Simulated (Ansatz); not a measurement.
The (111) face of germanium can be cut between different planes. Symmetric, stoichiometric slabs relaxed in the 1x1 cell (14.4 Å²): top plane Ge, 0.83 Å over the next in the ideal cut; top plane Ge, 2.49 Å over the next in the ideal cut.

Level of theory: PBE (plane waves to 420 eV, PAW; Ansatz, an electronic-structure program).

### Question
Rank these by surface energy (lowest first), as PBE gives it.

### Answer
the cut with an outer spacing of 0.83 Å (1.04 J/m²), the cut with an outer spacing of 2.49 Å (1.84 J/m²)
